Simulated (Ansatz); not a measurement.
**Response to strain in Ti**

Base system: Ti in the hcp (Mg type) structure (space group P6_3/mmc, No. 194; a = 2.9016 Å, c = 4.5930 Å; relaxed with 0.1 eV smearing). Axes: x lies along a and z along c of the hexagonal cell.

Strains are applied to the cell and any free atomic positions relax.

Level of theory: PBEsol, PAW, 420 eV (Ansatz, an electronic-structure program; no SOC).

Notes on the quantities. energy relative to the base: free energy F.

```csv
change,energy relative to the base,shortest interatomic distance
base,0 meV/atom,2.843 Å
tensor shear ε_xz = +1.43 %,+1.6 meV/atom,2.809 Å
tensor shear ε_xz = +1.71 %,+2.4 meV/atom,2.803 Å
tensor shear ε_xz = +2.00 %,+3.2 meV/atom,2.796 Å
tensor shear ε_xz = +0.57 %,+0.3 meV/atom,2.829 Å
tensor shear ε_xz = +0.86 %,[?],[?]
tensor shear ε_xz = +1.14 %,+1.0 meV/atom,2.816 Å
tensor shear ε_xz = +0.29 %,+0.1 meV/atom,2.836 Å
```

Problem. Complete the table.

Solution. 
- tensor shear ε_xz = +0.86 %, energy relative to the base: +0.6 meV/atom
- tensor shear ε_xz = +0.86 %, shortest interatomic distance: 2.822 Å

Stability against distortions was not tested. All final runs are without spin polarisation.
